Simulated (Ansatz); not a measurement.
# How far to go with the plane-wave cutoff: LaAl2 (R3m, 6 atoms in the cell)

```xyz
6
Lattice="0.0000 4.0441 4.0441 4.0441 0.0000 4.0441 4.0441 4.0441 0.0000" Properties=species:S:1:pos:R:3 pbc="T T T"
La     0.0289     0.0289     0.0289
La     2.0221     2.0221     2.0221
Al     5.0552     5.0552     5.0552
Al     5.0552     3.0331     3.0331
Al     3.0331     3.0331     5.0552
Al     3.0331     5.0552     3.0331
```

Method of the run: PBEsol, default PAW files made with PBE (plane waves; Ansatz, an electronic-structure program).

Base settings: basis.ecutwfc = 420 eV; kpoints.mp_grid.grid = 6 6 6; hamiltonian.xc = pbesol; hamiltonian.pseudopotentials = {kind: paw} (the program's default PAW files); scf.occupations.method = fermi_dirac; scf.occupations.width = 0.1 eV.

The second cell is the first with its lattice scaled by 0.98.

The mesh stays at the base's, so the ladder's end is converged at best in this setting alone.

The first pressure column holds Ansatz's estimate of the finite-basis (Pulay) stress, which hides part of the cutoff error; the other is without it.

Only quantities that move along the ladder and can be compared are tabulated.

The count of work is k-points × plane waves × bands × iterations; it is no time. 

The starting cell comes from a database of computed structures (which also holds hypothetical and non-ambient phases and stackings), without a prior relaxation at this level. Its lattice was rescaled by up to half a per cent. One atom was moved a little off its site on purpose.

Steps (basis.ecutwfc): 145 eV; 170 eV; 190 eV; 210 eV; 230 eV; 250 eV; 295 eV; 335 eV; 380 eV; 420 eV; 460 eV; 505 eV; 565 eV; 630 eV; 735 eV; 840 eV; 1010 eV.

What is the coarsest basis.ecutwfc that holds the free energy within 5 meV/atom of the last step, with all finer ones?

380 eV, at 0.23 of the last step's count of work; the step before is off by 10 meV/atom.

What is the coarsest basis.ecutwfc that holds the pressure within 0.2 GPa of the last step, with all finer ones?

295 eV, at 0.15 of the last step's count of work; the step before is off by 0.92 GPa.

What is the coarsest basis.ecutwfc that holds the forces within 0.01 eV/Å of the last step, with all finer ones?

230 eV, at 0.11 of the last step's count of work; the step before is off by 0.018 eV/Å.

| basis.ecutwfc | free energy less the last step's (meV/atom) | energy of the compressed cell less the first (meV/atom) | pressure (GPa) | pressure without the Pulay estimate (GPa) | largest difference of a force vector from the last step's (eV/Å) | count of work / last |
|---|---|---|---|---|---|---|
| 145 eV | 1400.54 | 62.57 | 4.87 | -9.98 | 0.047 | 0.055 |
| 170 eV | 928.76 | 48.46 | 3.10 | -10.70 | 0.029 | 0.067 |
| 190 eV | 640.39 | 28.09 | 1.25 | -10.27 | 0.036 | 0.078 |
| 210 eV | 423.78 | 21.86 | 0.27 | -8.89 | 0.018 | 0.098 |
| 230 eV | 271.23 | 21.38 | 0.32 | -7.11 | 0.005 | 0.11 |
| 250 eV | 158.93 | 19.60 | 0.24 | -5.25 | 0.004 | 0.13 |
| 295 eV | 40.44 | 13.97 | -0.51 | -2.37 | 0.002 | 0.15 |
| 335 eV | 10.33 | 12.73 | -0.67 | -1.24 | 0.000 | 0.19 |
| 380 eV | 2.08 | 12.41 | -0.68 | -0.82 | 0.000 | 0.23 |
| 420 eV | 0.46 | 12.42 | -0.68 | -0.71 | 0.000 | 0.28 |
| 460 eV | 0.20 | 12.40 | -0.68 | -0.68 | 0.000 | 0.31 |
| 505 eV | 0.16 | 12.39 | -0.68 | -0.68 | 0.000 | 0.36 |
| 565 eV | 0.11 | 12.38 | -0.68 | -0.68 | 0.000 | 0.42 |
| 630 eV | 0.08 | 12.38 | -0.68 | -0.68 | 0.000 | 0.49 |
| 735 eV | 0.06 | 12.38 | -0.68 | -0.68 | 0.000 | 0.62 |
| 840 eV | 0.02 | 12.37 | -0.68 | -0.68 | 0.000 | 0.77 |
| 1010 eV | 0.00 | 12.37 | -0.68 | -0.68 | 0.000 | 1.0 |

The energy difference between the two cells stays within 1 meV/atom of the last step's from 335 eV on, the total only from 420 eV on: much of the error is common to both cells and cancels.

Two neighbours can agree and both be off: 210 eV and 230 eV differ by 0.47 meV/atom in the energy of the compressed cell less the first, yet lie about 9.0 meV/atom from the last step.

At the lowest cutoff the pressure without the Pulay estimate lies 9.3 GPa under the last step's, the usual sign of Pulay stress in an incomplete plane-wave basis.

Keys are those of Ansatz 0.2.
